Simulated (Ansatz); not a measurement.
The parent structure is TiO2 in the rutile structure (space group P4_2/mnm, No. 136; a = 4.5481 Å, c = 2.9171 Å). Axes: x, y, z lie along a, b, c of the conventional cell.

Computed with Ansatz (an electronic-structure program) LDA, no spin-orbit coupling.

Before the change:

The shortest interatomic distance comes out as 3.643 bohr.

Modification: the cell is stretched by 1.20 % along x with no lateral relaxation; the atoms relax in the strained cell.

**Question.** Predict the new stress and shortest interatomic distance.

**Answer.** The stress (xx, yy, zz, yz, xz, xy; compression positive) amounts to (-3.54, -2.49, -2.05, 0.00, 0.00, 0.00) GPa; the shortest interatomic distance rises by 0.0063 bohr (3.643 bohr → 3.650 bohr).

No phonon test of stability was made. The final runs are not spin-polarised.
